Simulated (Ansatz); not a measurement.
# As (model structure, started from the bcc type, Im-3m, No. 229, 1 atom in the cell)

The numbers are results of LDA (PAW; Ansatz, a quantum-chemistry and plane-wave program), not measurements.

Run with plane-wave cutoff 520 eV, 22×22×22 k mesh, Fermi–Dirac smearing 0.05 eV, scalar-relativistic PAW data made under PBE.

Cell (relaxed at this level):

As has the cubic space group Im-3m (No. 229), the bcc (W type) structure, Pearson symbol cI2. Conventional cell: a = b = c = 3.2949 Å, α = β = γ = 90.00°. As on 2a is surrounded by 8 As at 2.853 Å (cubic). (Neighbours: up to the widest gap in distance over summed covalent radii, below 1.35, at either atom.)
(The calculation used a cell of 1 atom; values per cell refer to that cell.)

| Item | Result |
|---|---|
| band gap | none |
| bulk modulus B0 | 100 GPa |

Note: the bulk modulus is −V dP/dV from two relaxed cells at ±2 % in volume; the relaxation could raise the start's symmetry but not lower it, so the cell can be a saddle point.

Spin–orbit coupling is not included.

Computed values are for the static lattice.

The result took very roughly 18 core-seconds.

A model structure was made by putting elements into a prototype or built by hand; it is no filed structure, need not be a known phase, and can be a saddle point held by its symmetry.
